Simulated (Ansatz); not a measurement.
Structure of amorphous B$_{32}$N$_{32}$Cu (periodic cell):

```xyz
65
Lattice="8.7513 0.0000 0.0000 0.0000 8.7513 0.0000 0.0000 0.0000 8.7513" Properties=species:S:1:pos:R:3 pbc="T T T"
B      0.3098     7.1749     0.2790
B      3.8475     4.1864     5.0399
B      6.5697     4.8364     8.2075
B      2.9172     7.9759     6.8059
B      2.0845     3.2657     7.7350
B      5.7236     1.7815     3.3405
B      8.2275     1.4447     4.1710
B      8.2092     8.1443     2.3308
B      6.4717     3.7473     1.5688
B      1.8494     2.3802     4.4320
B      8.3354     5.9722     6.6989
B      0.6903     1.5471     2.2061
B      0.0044     2.3997     6.4420
B      1.0176     6.6332     2.6319
B      6.2595     1.6657     7.5282
B      1.8337     5.8821     7.3547
B      4.9079     5.5526     1.1538
B      3.2930     5.8981     3.0412
B      7.7419     0.8436     0.5675
B      1.5407     6.4575     5.0520
B      3.3218     1.5427     2.4908
B      6.0676     5.2511     5.8497
B      3.2185     0.9334     8.6267
B      5.5330     5.2053     3.4791
B      3.8732     0.5577     4.6678
B      8.6445     3.1859     0.1302
B      5.3339     1.5830     1.0660
B      3.6808     1.9702     6.3922
B      4.1858     4.8540     7.4697
B      6.3981     1.8396     5.6913
B      2.8369     7.1747     0.7969
B      7.8797     6.1661     4.2280
N      8.3478     6.8092     2.9820
N      5.9507     2.4619     2.0994
N      6.7663     1.6547     4.3366
N      4.3696     1.1905     3.5490
N      4.1026     4.9816     3.8026
N      1.9833     1.9659     2.9451
N      3.3348     0.2712     5.8346
N      5.2081     1.9297     6.5170
N      0.0030     1.8675     0.9537
N      2.3496     6.7537     6.2725
N      0.6208     3.1287     7.5351
N      0.4584     6.3418     7.8389
N      3.0458     2.9641     5.2356
N      2.6476     4.6994     7.7204
N      0.5088     2.1491     5.0208
N      5.1254     5.1446     8.5219
N      6.3238     1.1340     0.0924
N      3.7697     6.3712     1.6574
N      8.1142     8.1736     0.8492
N      0.1069     6.1458     5.3260
N      4.7221     4.6974     6.1339
N      8.6137     0.6168     3.0396
N      3.8834     1.3035     1.1706
N      2.9575     2.0518     7.7026
N      1.4507     6.9355     1.2363
N      7.4447     1.8673     6.6893
N      5.8641     4.9949     2.0862
N      2.0179     6.3695     3.6488
N      6.5176     5.5857     4.4803
N      7.3020     3.9258     0.3414
N      3.0482     8.2180     8.3039
N      7.0261     5.4034     6.9334
Cu     1.5059     4.6742     0.8633
```

Level of theory: PBE, scalar-relativistic without spin-orbit coupling (plane waves to 420 eV, PAW; Ansatz, a first-principles code). In the spin-polarised cell the level spacing at the Fermi energy can part levels of unlike spin.

Preparation: random packing, a CHGNet melt and quench, and a DFT relaxation. N atoms were pushed apart under 1.9 Å during the dynamics, to hinder bonds among them. The hot cell started wider than the set density and was brought back towards it in steps. It is the lowest in DFT energy of 2 quenches. It is a model cell: composition and starting density were chosen by hand, and all elements were melted together. No dispersion term was used. Its density started from a set value of 2.12 and ended at 2.12 g/cm³. The simulated quench (nominally 730 K/ps over its main leg) is rapid and tends to freeze in more defects than a deposited or slowly cooled glass has. Values belong to this one cell and scatter from quench to quench. The volume was held where the preparation left it, at a PBE pressure of -7.3 GPa (tension). Stress components on the final sampling reach 9.7 GPa. Cycles of charging lowered its energy after that relaxation.

Neighbours within B-B 1.97 Å, B-N 1.92 Å, B-Cu 2.38 Å, N-N 1.70 Å, N-Cu 2.44 Å, Cu-Cu 2.90 Å count as bonded. Two cations that share two anions don't count as bonded, nor two that share one unless they lie closer than B-B 1.80 Å, B-Cu 2.31 Å, Cu-Cu 2.82 Å.

**Question.** Give the coordination numbers, mean bond lengths and angles.

**Answer.** 
```json
{
 "Mean coordination of B by anions": "3.00 (1 with 2, 30 with 3, 1 with 4); 1 close contacts or bonds to cations besides",
 "Mean coordination of N": "3.06 (30 with 3, 2 with 4)",
 "Mean coordination of Cu by anions": "2.00 (1 with 2); 1 close contacts or bonds to cations besides",
 "Mean B-N bond": "1.489 Å (spread 0.055 Å, 96 counted)",
 "Mean N-Cu bond": "2.252 Å (spread 0.040 Å, 2 counted)",
 "Bond angle at B": "mean 119.0°, spread 9.5°",
 "Bond angle at N": "mean 117.6°, spread 13.7°"
}
```

**Question.** Which atoms depart from the most common coordination of their element?

**Answer.** B25 has 2 (N39 1.32 Å, N36 1.38 Å); B26 has 4 (N43 1.53 Å, N62 1.55 Å, N41 1.56 Å, Cu65 2.31 Å); B28 has 4 (N56 1.50 Å, N40 1.53 Å, N45 1.65 Å, N39 1.82 Å); N46 has 4 (B16 1.48 Å, B5 1.54 Å, B29 1.57 Å, Cu65 2.21 Å); N57 has 4 (B31 1.47 Å, B14 1.49 Å, B1 1.51 Å, Cu65 2.29 Å).

**Question.** List the pairs of like atoms that count as bonded by the rules above.

**Answer.** There are none by these rules.
